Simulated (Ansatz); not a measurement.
**PdCl₂ (P2₁/c, No. 14; start mp-1018891): band gap by level of theory**

No measured value is used here.

```json
[
 {"level (code)": "LDA (Ansatz)", "value (eV)": "0.42"},
 {"level (code)": "PBEsol+SOC (Ansatz)", "value (eV)": "…"},
 {"level (code)": "HSE06+SOC (Ansatz)", "value (eV)": "2.11 (indirect)"},
 {"level (code)": "PBE0 (Ansatz)", "value (eV)": "2.86"}
]
```

Question: Some entries are withheld; supply them.

Answer: 
- PBEsol+SOC (Ansatz, a quantum-chemistry and plane-wave program), value (eV): 0.47 (indirect)

Computed values are for a static lattice. Spin–orbit coupling is included only where a level's name says +SOC; with heavier elements it mostly lowers gaps and can invert bands.  Values are at the PBE-D3(BJ) cell. Cutoffs and k meshes differ between the levels. Ansatz's density-functional and Hartree–Fock values are scalar-relativistic unless marked +SOC, with PAW data made under PBE.

A start named mp-… is a Materials Project structure, which can be a computed phase never made.
